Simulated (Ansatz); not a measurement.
**What isotropic strain −5.28 % does to InP**

The parent structure is InP in the zinc blende structure (space group F-43m, No. 216; a = 5.8788 Å).

The change: an isotropic linear strain of −5.28 %; the atoms relax in the strained cell.

Method: plane-wave PAW DFT at the PBEsol level (Ansatz, a program for electronic structure, 420 eV), no spin-orbit coupling, earlier PAW set. k-mesh 10×10×10 (Γ-centred); smearing 0.05 eV (Fermi–Dirac).

- Volume per atom: 21.58 Å³ (base 25.40 Å³)
- Space group: F-43m (No. 216) (base F-43m (No. 216))
- Shortest interatomic distance: 4.556 bohr (base 4.810 bohr)
- Energy relative to the base (free energy F): +162 meV/atom
- Band gap: 1.33 eV (base 0.57 eV)
- Gap character: indirect, Γ → X (base direct at Γ)
- Width of the top valence band: 3.72 eV (base 2.92 eV)
- Electron mass: 1.9 mₑ along k, 0.24 mₑ across (at X) (base 0.045 mₑ (at Γ))
- Hole mass (degenerate bands, along [100]): 0.10, 0.35, 0.35 mₑ (at Γ) (base 0.045, 0.43, 0.43 mₑ (at Γ))
- Valley order (the lowest conduction-band minima on the path, energy above the VBM, named in the base's zone): X along ⟨100⟩ 1.33 eV; Γ 1.41 eV; L along ⟨111⟩ 1.75 eV (base Γ 0.57 eV; L along ⟨111⟩ 1.38 eV; X along ⟨100⟩ 1.65 eV)

Final structure:

```xyz
2
Lattice="0.0000 2.7842 2.7842 2.7842 0.0000 2.7842 2.7842 2.7842 0.0000" Properties=species:S:1:pos:R:3 pbc="T T T"
P      4.1763     4.1763     4.1763
In     0.0000     0.0000     0.0000
```

Effective masses come from finite differences of ±0.01 Å⁻¹. Along k means along the line from Γ to the band edge. Whether these cells are dynamically stable was not tested.
